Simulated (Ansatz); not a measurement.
# InSe (P-6m2, No. 187; cell taken from a computed entry)

Computed with r²SCAN0 in Ansatz (plane waves, PAW).

Numerical settings: plane-wave cutoff 520 eV, 6×6×2 k mesh (along the axes of the cell as run), Fermi–Dirac smearing 0.01 eV, scalar-relativistic PAW data made under PBE.

Cell (relaxed with PBEsol):

InSe is modelled in the hexagonal space group P-6m2 (No. 187), Pearson symbol hP8. Cell: a = b = 4.0083 Å, c = 16.8699 Å, α = β = 90.00°, γ = 120.00°. In1 on 2g is coordinated by 3 Se at 2.643 Å (trigonal pyramidal). In2 on 2h is coordinated by 3 Se at 2.643 Å (trigonal pyramidal). Se1 on 2i has 3 In at 2.643 Å (trigonal pyramidal). Se2 on 2h has 3 In at 2.643 Å (trigonal pyramidal). (Neighbours: up to the widest gap in distance over summed covalent radii, below 1.35, at either atom; cation-cation and far metal-metal contacts left out.)

| Property | Result |
|---|---|
| band gap | 2.07 eV (on the SCF k mesh) |

Note: the cell comes from a level without a dispersion term, which matters for the spacing of layers, chains or molecules; cell and atoms aren't relaxed at this level (largest force component 0.28 eV/Å); the cell has widely spaced layers and the level no dispersion term, so their spacing and the moduli can rest on weak binding.

Spin–orbit coupling is not included.

Computed values are for the static lattice.

Ansatz is a quantum-chemistry and plane-wave program.
